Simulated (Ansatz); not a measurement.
Antifluorite K2Te, treated with BLYP (plane waves, PAW; Ansatz, an electronic-structure program).

Settings: plane-wave cutoff 520 eV, 8×8×8 k mesh, Fermi–Dirac smearing 0.01 eV, scalar-relativistic PAW data made under PBE.

The volume scan:

| V (Å³/atom) | E − E_lowest (meV/atom) | P (GPa) |
|---|---|---|
| 45.715 | 7.15 | 0.833 |
| 46.688 | 3.05 | 0.524 |
| 47.660 | 0.73 | 0.246 |
| 48.633 | 0.00 | -0.003 |
| 49.606 | 0.71 | -0.226 |
| 50.578 | 2.70 | -0.426 |
| 51.551 | 5.84 | -0.606 |

Question: Estimate the bulk modulus from the pressures at 47.660 and 49.606 Å³/atom, and compare it with a fit to all energies.

Answer: B = −V dP/dV. Between V = 47.660 and 49.606 Å³/atom, dP/dV = (-0.226 − (0.246))/(49.606 − 47.660) = -0.243 GPa per Å³/atom; at the midpoint 48.633 Å³/atom this gives B ≈ 11.8 GPa. The third-order Birch–Murnaghan fit gives V0 = 48.622 Å³/atom, B0 = 11.8 GPa, B′ = 4.4, which lies within 1 % of that estimate.

Note: the relaxation could not lower the start's symmetry, so the cell can be a saddle point above a distorted one; the volume lies 8 % above that of the published cell.

Spin–orbit coupling is not included.

The computed numbers hold no vibrational or temperature effects.

Cost on a shared machine: about 30 core-seconds (a rough figure).
